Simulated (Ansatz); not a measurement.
# Effect of isotropic strain +3.00 % on MgB2

Start from MgB2 (space group P6/mmm, No. 191; a = 3.0640 Å, c = 3.4977 Å; relaxed with 0.1 eV smearing).

Now apply this change: the cell is scaled by 1.0300 in all directions, atoms relaxed at fixed cell.

Method: PBEsol/PAW in Ansatz (a program for electronic structure), without spin-orbit coupling. k-mesh 22×22×17 (Γ-centred); smearing 0.1 eV (Fermi–Dirac).

| quantity | base | changed | shift |
|---|---|---|---|
| volume per atom | 9.48 Å³ | 10.36 Å³ | +0.88 Å³ |
| space group | P6/mmm (No. 191) | P6/mmm (No. 191) | – |
| energy relative to the base (free energy F) | 0 meV/atom | +35 meV/atom | +35 meV/atom |
| pressure (mean of the normal stresses, compression positive) | 0.0 GPa | -11.8 GPa | -11.8 GPa |
| band gap | zero | zero | – |

Whether these cells are dynamically stable was not tested. The final runs are not spin-polarised.
